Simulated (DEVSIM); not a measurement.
System: illuminated In0.53Ga0.47As p-on-n cell, one wavelength, at 300 K.

Layer 1 from the left is In0.53Ga0.47As, thickness (μm) 0.400, Na (cm⁻³) 6.7e17, τn (s) 5.1e-10, τp (s) 3.2e-11, absorption coefficient (cm⁻¹) 6000. Layer 2 from the left is In0.53Ga0.47As, thickness (μm) 2.80, Nd (cm⁻³) 1e15, τn (s) 1.7e-9, τp (s) 1.7e-9, absorption coefficient (cm⁻¹) 6000.

Left contact: ohmic, minority electron recombination velocity 3000 cm/s. Right contact: ohmic, minority hole recombination velocity 40 cm/s. Voltage is applied to the left contact. Recombination: SRH at mid-gap, radiative, Auger. Light enters at the left, 3.2e16 photons cm⁻² s⁻¹, one pass, no reflection. Mobility is μmin + (μ − μmin)/(1 + (N/Nref)^α).

Constants are typed, rounded textbook-type inputs, not results; the design itself was drawn at random and stands for no fabricated device. Values at 300 K.

In0.53Ga0.47As: gap (eV) 0.74, affinity (eV) 4.51, permittivity 13.9, Nc (cm⁻³) 2.1e17, Nv (cm⁻³) 7.7e18, μn (cm²/Vs) 12000, μp (cm²/Vs) 300, μn,min 300, μp,min 10, Nref,n 1.3e17, Nref,p 4.9e17, αn 0.48, αp 0.4, B (cm³/s) 9.6e-11, Cn (cm⁶/s) 5e-29, Cp (cm⁶/s) 5e-29.

DEVSIM, 1D drift-diffusion, Boltzmann statistics, complete ionisation; no tunnelling, impact ionisation, image-force lowering or self-heating.

Dark forward current:

| |V| (V) | |J| (A/cm²) |
|---|---|
| 0.05 | 0.0009911 |
| 0.10 | 0.003911 |
| 0.15 | 0.01371 |
| 0.20 | 0.05058 |
| 0.25 | 0.2067 |
| 0.30 | 0.9167 |
| 0.35 | 3.900 |
| 0.40 | 13.58 |
| 0.45 | 39.38 |
| 0.50 | 107.6 |
| 0.55 | 295.6 |
| 0.60 | 845.5 |
| 0.65 | 2572 |

Problem. Work out the local ideality factor n = ΔV / (kT/q · ln(J2/J1)) between the rows 0.15 and 0.20 V, 0.25 and 0.30 V, 0.60 and 0.65 V.

Solution. kT/q = 25.85 mV. From 0.15 to 0.20 V: ln(0.05058/0.01371) = 1.305, n = 1.48. From 0.25 to 0.30 V: ln(0.9167/0.2067) = 1.490, n = 1.30. From 0.60 to 0.65 V: ln(2572/845.5) = 1.113, n = 1.74.

Problem. What current could the absorbed light give at most, and what share is collected?

Solution. Σ αd = 1.92, so qΦ(1 − exp(−Σ αd)) = 4.38 mA/cm². The simulated short-circuit current is 3.587 mA/cm², a share of 0.82.

Problem. Estimate the open-circuit voltage by superposition: the voltage at which the dark current equals that short-circuit current.

Solution. Interpolating ln J in the table gives 0.097 V. The simulation gives 0.096 V, the same within the digits that matter. Superposition holds where collection doesn't change with voltage.
